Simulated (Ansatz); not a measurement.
## Response to strain in hypothetical zinc blende ScBi

The parent structure is ScBi in the zinc blende structure (space group F-43m, No. 216; a = 6.7391 Å; a hypothetical phase, not in the database extracts checked). Axes: x, y, z lie along the cube axes.

Strains are applied to the cell and any free atomic positions relax; under biaxial strain the out-of-plane vector relaxes too; under stress the whole cell relaxes.

Level of theory: PBE (Ansatz, a program for electronic structure), no SOC.

| case | gap character | band gap | volume per atom |
|---|---|---|---|
| base | direct at X | 1.35 eV | 38.26 Å³ |
| biaxial strain −4.08 %, plane normal [001], relaxed out of plane | direct at M | 0.94 eV | 37.51 Å³ |
| biaxial strain −0.55 %, plane normal [001], relaxed out of plane | direct at M | 1.30 eV | 38.21 Å³ |
| biaxial strain +2.89 %, plane normal [001], relaxed out of plane | direct at X | 1.14 eV | 38.16 Å³ |
| biaxial strain +3.07 %, plane normal [001], relaxed out of plane | direct at X | 1.13 eV | 38.11 Å³ |
| isotropic strain −6.00 % | direct at X | 1.20 eV | 31.78 Å³ |
| uniaxial strain ε_yy = +5.33 % | direct at M | 1.18 eV | 40.30 Å³ |
| uniaxial strain ε_yy = +5.85 % | direct at M | 1.17 eV | 40.50 Å³ |
| uniaxial stress, 5 GPa compression along x | – | zero | 26.65 Å³ |
| tensor shear ε_xz = −0.91 % | direct at X | 1.29 eV | 38.25 Å³ |

Spin-orbit coupling, missing from the scalar runs, can matter with Bi. Beyond what the load breaks, stability against distortions was not tested. All final runs are without spin polarisation. Under uniaxial stress, 5 GPa compression along x the cell changed shape so far that it is another structure. k-point labels follow each cell's own Brillouin zone.
